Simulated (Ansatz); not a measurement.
Functionals compared on a constructed model of the (100) surface of bcc Fe, ferromagnetic (in the relaxation 1 Fe–Re bonds formed), a pseudomorphic layer of Re in the host's stacking (bottom of the slab: a bare face, its two planes held), in Ansatz (plane waves, PAW). The structure was relaxed with PBE; the other rows are single points on it. Cutoff 420 eV.

Slab: 7 atoms, 9.2 Å thick at the start (thin: gaps and levels are the slab's own); k 13x13x1, smearing 0.1 eV, dipole-corrected; 2 atoms held, the rest relaxed; symmetry of the start imposed; spin-polarised, ending with about 14.1 μB a cell; orders that need a larger cell were not tried, no spin-orbit, no U. It is one candidate, not shown to be the stable structure of the face. These notes are the PBE run's.

```
functional  work function of the top face (eV)  magnetic moment of the cell (μB)  rough cost of the single point
----------  ----------------------------------  --------------------------------  ------------------------------
PBE                                       4.93                             14.13                               –
RPBE                                (withheld)                             14.33   around 3 core-minutes (rough)
```

Question: Some entries are withheld; supply them.

Answer: 
- RPBE, work function of the top face (eV): 4.77

Ansatz is an electronic-structure program.
